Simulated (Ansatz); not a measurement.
**A computed series for Ta2N: thickness series**

Base system: Ta2N in the anti-CdI2 type structure (space group P-3m1, No. 164; a = 3.0749 Å, c = 4.8509 Å).

Free-standing slabs (3 atom(s) a layer) normal to the stacking axis with 15 Å of vacuum; in-plane cell relaxed.

All numbers come from Ansatz (an electronic-structure program) PBE-D3(BJ), no SOC.

Notes on the quantities. excess energy per area of both faces: slab less bulk energy over the cell's area: twice a surface energy; uncertain by up to 0.2 J/m².

| change | excess energy per area of both faces | thickness between the outermost nuclei | in-plane lattice parameter a | shortest interatomic distance |
|---|---|---|---|---|
| base | – | – | 307.5 pm | 216.7 pm |
| 1 layer | 7.44 J/m² | 2.36 Å | 306.9 pm | 212.9 pm |
| 2 layers | 7.6 J/m² | 7.47 Å | 302.3 pm | 216.3 pm |
| 3 layers | 7.5 J/m² | 12.23 Å | 305.2 pm | (withheld) |
| 4 layers | 7.6 J/m² | 17.11 Å | (withheld) | 215.4 pm |

Problem. Complete the table.

Solution. 
- 3 layers, shortest interatomic distance: 215.1 pm
- 4 layers, in-plane lattice parameter a: 305.6 pm

The excess energy carries the mismatch between the slab's and the bulk's meshes. Stability against distortions was not tested. The final runs are not spin-polarised. An odd electron count without spin: Ta2N.
